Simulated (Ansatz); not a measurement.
Consider interstitial O in ferroelectric LiNbO3, charge state -2. The step: several atoms move together, O the farthest; the atom moves 1.25 Å along (0.12, -0.11, -0.05) of the unit cell; the moving atom starts with neighbours Li at 1.93, Li at 2.47; Nb at 1.99, Nb at 2.02; O at 2.25, O at 2.26, O at 2.40 Å and ends with Li at 1.97, Li at 2.06; Nb at 1.97, Nb at 2.10; O at 2.26, O at 2.51 Å. A PBE band in Ansatz (plane-wave PAW, the Γ point alone, 120 host sites, 37 SCF runs with any check of the saddle's order, static, no finite-size correction) gives a forward barrier of 0.62 eV. The saddle point's order was not checked. The charge state is imposed; whether it is stable for some Fermi level was not computed. Sites that were not tried may lie lower.

Single points at the band's start and saddle point can refine it. Rough cost of one point, in units of the band's mean SCF on the same machine:

```
Level                                                     Cost of one point
--------------------------------------------------------  -----------------
PBE, a 2×2×2 k-point mesh shifted by half a step along c            about 8
r2SCAN at 500 eV, the Γ point alone                                 about 3
```

Task: Which of these move the barrier by more than 0.1 eV, and how far does each move it?

Result: Not one does. PBE, a 2×2×2 k-point mesh shifted by half a step along c: +0.01 eV; r2SCAN at 500 eV, the Γ point alone: +0.03 eV. Each functional is compared with PBE at the same k-points.

Ansatz is an electronic-structure program.
